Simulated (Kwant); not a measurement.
Device: wire with a side stub in a ZnO two-dimensional gas. Effective mass 0.3 mₑ, grid spacing 2.5 nm, hard walls, nominal width 60 nm (23 grid rows, so walls 60 nm apart), one parabolic valley, scattering region 180 nm long along x; energies count from the band bottom; Fermi energy swept from 0.00027854 to 0.0033077 eV. Closed stub on one side, 56 nm wide and 91 nm deep.

The device is made up for the run: typed textbook-type constants, with dimensions and the other settings drawn at random.

Kwant, effective-mass tight-binding model on a square grid, one spin, coherent transport at 0 K. Conductance is in e²/h.

Q: How many channels do the leads carry at E = 1.65, 2.62, 2.70 meV?

A: The hard-wall thresholds are n² ħ²π²/(2mW²) = n² × 0.348 meV with W = 60 nm. √(1.65/0.348) = 2.18, so 2. √(2.62/0.348) = 2.74, so 2. √(2.70/0.348) = 2.78, so 2.
